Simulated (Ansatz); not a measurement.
# ZrSe2: energy against strain

ZrSe2 (1T layered, P-3m1, 24.290 Å³/atom at rest, c along z) under an equal strain ε in the (0001) plane with the normal axis free, as in a coherent film. PBE-D3(BJ) in Ansatz, a plane-wave DFT program (PAW, default set), 420 eV, 14×14×8 Γ-centred mesh, Fermi-Dirac smearing 0.05 eV; ions are relaxed within the symmetry of each cell.

Here s stands for strain and y for E less E0.

```csv
strain (%),E less E0 (meV/atom)
-3.00,?
-1.50,4.66
-1.00,2.09
-0.50,0.54
0.00,0.00
0.50,0.45
1.00,1.88
1.50,4.24
```

Fit y of the 7 rows that show it with a parabola. Least squares gives y = 0.002 - 0.1264·s + 1.9776·s². Residuals (row less fit): 0.019, -0.016, -0.020, -0.002, 0.017, 0.027, -0.022; standard error 0.025 (degrees of freedom: 4). Twice the quadratic coefficient over the volume, 2 × 1.9776 meV × 10⁴ × 0.1602 / 24.290 Å³, is twice the biaxial elastic modulus of this plane = 261 ± 1.4 GPa.

**Question.** What does the fit predict for y at s = -3.00, and how far is the calculated value from it?

**Answer.** y = 0.002 - 0.1264 × (-3.0) + 1.9776 × (-3.0)² = 18.180 meV/atom. The calculation gives 18.54 meV/atom, 0.360 meV/atom above the prediction (1.9 % of the range of y in the table). The row lies outside the fitted rows, so this is an extrapolation. From the scatter of the fitted rows alone, a prediction at this place has a standard error of 0.095 meV/atom, so the miss is 3.8 times that.

One order more, fitted to all 13 runs of the series, follows each within 0.03, so the miss is the next term of a smooth law. This level leaves no gap over 0.05 eV at strain -3.00, -1.50, -1.00, -0.50, 0.00, 0.50, where the mesh may be coarse. Rows are the converged runs of the series near zero and its far end; series whose fitted rows scatter by over a few per cent of the range, as at a crossing or softening among them, aren't shown in this form. Most that stay on the fit to the last digits aren't either.
